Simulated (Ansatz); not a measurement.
## GaSb in the rock salt structure (space group Fm-3m, No. 225; a hypothetical phase, not in the database extracts checked)

```cif
data_Ga4Sb4
_chemical_formula_sum 'Sb4 Ga4'
_space_group_name_H-M_alt 'Fm-3m'
_space_group_IT_number 225
_space_group_name_Hall '-F 4 2 3'
_cell_length_a 5.79875
_cell_length_b 5.79875
_cell_length_c 5.79875
_cell_angle_alpha 90.000
_cell_angle_beta 90.000
_cell_angle_gamma 90.000
loop_
_atom_site_label
_atom_site_type_symbol
_atom_site_symmetry_multiplicity
_atom_site_Wyckoff_symbol
_atom_site_fract_x
_atom_site_fract_y
_atom_site_fract_z
_atom_site_occupancy
Sb1 Sb 4 a 0.00000 0.00000 0.00000 1
Ga1 Ga 4 b 0.50000 0.50000 0.50000 1
```
(The calculation used a cell of 2 atoms; values per cell refer to that cell.)

Calculations: Kohn–Sham DFT with the PBE functional, run in Ansatz (a quantum-chemistry and plane-wave program) with PAW and 420 eV plane waves, without spin-orbit coupling. Settings: 14×14×14 k-points, 0.05 eV Fermi–Dirac smearing.

* **Volume per atom**: 24.37 Å³
* **Density**: 6.52 g/cm³
* **Band gap**: zero
* **Total energy**: -5133.711 eV/atom (σ→0; compares only within this code and set-up)

No phonon test of stability was made. The final runs are not spin-polarised.
